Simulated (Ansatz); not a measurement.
ScOF (model structure, Pca2₁, No. 29, 12 atoms in the cell): properties by level of theory

| level (code) | cohesive energy (eV/atom) | band gap (eV) |
|---|---|---|
| LDA (Ansatz) | ? | 4.46 |
| PBEsol (Ansatz) | 6.90 | 4.48 |
| r²SCAN+rVV10 (Ansatz) | 6.77 | ? |

Q: Fill in the missing entries.

A: 
- LDA (Ansatz, a quantum-chemistry and plane-wave program), cohesive energy (eV/atom): 7.55
- r²SCAN+rVV10 (Ansatz), band gap (eV): 5.00

Computed values are for a static lattice.  Each level is taken at its own relaxed cell. Cutoffs differ between the levels. Ansatz's density-functional and Hartree–Fock values are scalar-relativistic unless marked +SOC, with PAW data made under PBE.

Ansatz's density-functional and Hartree–Fock values are scalar-relativistic unless marked +SOC, with PAW data made under PBE.

Unless a cell is named, each level is at its own relaxed cell (LDA 10.66, PBEsol 11.06, r²SCAN+rVV10 11.10 Å³/atom).

Free atoms are spin-polarised, in the lowest state found; at levels without +SOC their spin–orbit coupling is left out.

The computed numbers hold no vibrational or temperature effects.

A model structure was made by putting elements into a prototype or built by hand; it is no filed structure, need not be a known phase, and can be a saddle point held by its symmetry.
